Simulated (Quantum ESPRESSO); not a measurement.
Quantum ESPRESSO 7.5, DFT, PBE, plane waves, PseudoDojo 0.5 standard norm-conserving PBE (local tails restored to the Coulomb form): fcc Pt, atoms displaced, 4 atoms. Basis and mesh were picked for this test and aren't claimed converged.

```json
{
  "cell": "5.55, 5.55, 2.77 Å; 60, 60, 60°",
  "distance_to_the_nearest_atom": "2.73 to 2.75 Å",
  "task": "scf",
  "k mesh": "3×3×6",
  "ecutwfc": "84 Ry",
  "ecutrho": "336 Ry",
  "occupations": "smearing",
  "smearing": "mv",
  "degauss": "0.02 Ry",
  "conv_thr": "4e-09 Ry",
  "tprnfor": "true",
  "tstress": "false",
  "k-point pools (-nk)": "8",
  "diagonalization": "david (default)",
  "k-points computed": "28",
  "bands": "43",
  "electrons": "72",
  "G-vectors of the density": "42375",
  "FFT grid": "64×64×32"
}
```

Settings of this run: mixing_mode = plain, mixing_beta = 0.7, mixing_ndim = 2; 8 ranks.

```tsv
SCF iteration	band solver's avg # of iterations (first pass)	estimated scf accuracy (Ry)
1	3.0	0.30767162
2	2.0	0.08537354
3	2.0	0.00184369
4	3.5	0.01821988
5	2.7	0.00030997
6	2.0	0.00013265
7	2.0	0.00013083
8	1.6	0.00001915
9	2.0	0.00001326
10	2.0	0.00000415
11	2.0	0.00000437
12	2.0	0.00000292
13	2.0	0.00001583
14	2.0	0.00000042
…	…	…
51	7.4	0.02833294
52	7.1	0.00915816
53	7.2	0.02620015
54	8.5	0.07938216
55	7.5	0.01953261
56	8.5	0.08921622
57	8.5	0.14193809
58	8.8	0.05780719
…	…	…
93	20.1	48.10805345
94	20.5	48.32996782
95	20.5	48.44937485
96	20.9	48.22410434
97	20.5	48.38558077
98	20.5	48.35537273
99	20.5	48.27495090
100	20.9	48.40276186
```

It was not converged after the 100 iterations allowed.

**Question.** Which change of settings makes this cycle converge?

**Answer.** One answer among several that fit: mixing_ndim = 8 (default) (11 SCF iterations) or mixing_ndim = 16 (11 SCF iterations) or mixing_ndim = 4 (13 SCF iterations), all else kept. With more settings changed, the fewest of all runs of this system: mixing_mode = local-TF, mixing_ndim = 8 (default) (8). Counts are of single runs.
